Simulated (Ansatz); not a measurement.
The starting structures come from a database of crystals and need not be the phases stable at ambient conditions.

By PBEsol, the system below comes out a metal.

Data:

```xyz
4
Lattice="5.6870 0.0000 0.0000 0.0000 7.1606 0.0000 0.0000 3.5803 2.0671" Properties=species:S:1:pos:R:3 pbc="T T T"
Bi     4.2652     4.7737     0.0000
Bi     1.4217     2.3869     0.0000
Rh     2.8435     0.0000     0.0000
Rh     0.0000     0.0000     0.0000
```

Space group of this cell: P6_3/mmc, NiAs type. The cell is taken as given; by PBEsol its mean pressure is -2.5 GPa.

The current flows along the normal of the first two printed cell vectors, the (110) plane of the conventional cell. No spin-orbit coupling; the value is a mean over 0.1 eV about the Fermi level.

**Question.** State the ballistic conductance per area according to PBEsol (Ansatz, a quantum-chemistry and plane-wave program).

**Answer.** 0.86 × 10¹⁵ S/m² for both spins.
